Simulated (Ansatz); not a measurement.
Take CdSe in the zinc blende structure (space group F-43m, No. 216; a = 6.0075 Å) as the base. Axes: x, y, z lie along the cube axes.

The values are results of Ansatz (a program for electronic structure), LDA, PAW, cutoff 420 eV, spin-orbit coupling left out, not measurements.

Before the change:

- Band gap = 0.41 eV

Now apply this change: biaxial strain −1.50 %, plane normal [001], relaxed out of plane (Cartesian); in-plane vectors clamped, the third vector and the atoms free.

Q: Predict the new energy relative to the base, band gap and ratio −ε⊥/ε∥.

A: The energy goes up by 1.8 meV/atom; the band gap shrinks by 0.03 eV, from 0.41 eV to 0.38 eV; the ratio −ε⊥/ε∥ is 1.45.

Stability against distortions was not tested.
